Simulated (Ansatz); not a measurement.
Take Be in the hcp (Mg type) structure (space group P6_3/mmc, No. 194; relaxed with 0.1 eV smearing) as the base.

```
Be
1.0
    2.26274     0.00000     0.00000
   -1.13137     1.95959     0.00000
    0.00000     0.00000     3.56641
Be
2
Cartesian
  1.13137   0.65320   2.67481
  0.00000   1.30639   0.89160
```

Cartesian axes are those of the cell as printed.

All numbers come from DFT with PBE, PAW potentials and a 420 eV plane-wave cutoff in Ansatz (a program for electronic structure), no spin-orbit coupling.

Before the change:

The shortest interatomic distance comes out as 4.177 bohr and the band gap is zero.

Perturbation: the cell is stretched by 0.50 % along z with no lateral relaxation, atoms relaxed at fixed cell.

### Question
Estimate the effect on the shortest interatomic distance, stress, band gap and energy relative to the base.

### Answer
The shortest interatomic distance grows by 0.014 bohr (4.177 bohr → 4.191 bohr); the stress (xx, yy, zz, yz, xz, xy; compression positive) comes out as (-0.1, -0.1, -1.9, 0.0, 0.0, 0.0) GPa; the band gap stays zero; the energy is nearly the same.

The cells carry an imposed strain or load. Stability against distortions was not tested.
